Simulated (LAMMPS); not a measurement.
LAMMPS 22 Jul 2025, classical MD, SNAP (Ge_Zuo_JPCA2020.snapcoeff): Ge, 1963 atoms.

| Quantity | Value |
|---|---|
| task | MD, nve |
| potential | SNAP, Ge_Zuo_JPCA2020.snapcoeff Ge_Zuo_JPCA2020.snapparam |
| copies of the repeat unit | 8×8×8 |
| shape (slab and sphere leave vacuum in the box) | sphere |
| temperature | 800 K |
| steps | 120 |
| timestep | 1 fs |
| neighbor skin | 2 Å |
| neigh_modify | every 1 delay 0 check yes |
| thermo | 100 |
| newton | on (default) |
| atom_modify sort (bins of 2 Å where set) | 1000 (default) |
| comm_style | brick (default) |
| box | 90.5 × 90.5 × 90.5 Å, the particle off centre in vacuum |
| start | generated diamond lattice, warmed in an untimed run |
| compared values | energy and forces of the first step, drift over the run |

It runs on a single node (Arm Neoverse V2, 96 cores on 1 socket, no SMT, 1 L3 cache group).

Times are wall-clock medians of two to five runs, from launch to exit, with nothing else on the machine. Processes are pinned to neighbouring cores unless said otherwise. Build: PyPI wheel: MPICH, OPENMP and OPT packages. Other compilers and libraries give other times. Scratch files lie in a memory file system. A preparatory run goes ahead and isn't timed.

Started as
```bash
# ahead of the timed run: OMP_NUM_THREADS=1 mpirun -np 48 lmp -in in.warm -log none -nocite
OMP_NUM_THREADS=1 mpirun -np 64 lmp -in in.lmp -log log.lammps -nocite
```
(64 ranks, comm = brick (default), balance = none (default)) it takes 4.2 s and 1 neighbour list builds.

Predict the time once the run is changed to comm = tiled, balance = fix b all balance 200 1.1 rcb.

About 0.99 s (3 runs within 2 %): 4.3× as fast. The largest move is in other (Other): 3.4 s to 0.0010 s. The slowest rank's pair time is 8.12 times the mean in the first run and 1.20 times in the second; the others wait. Change in the result: energy equal as printed, forces on 48 atoms equal as printed, drift of the total energy equal as printed.
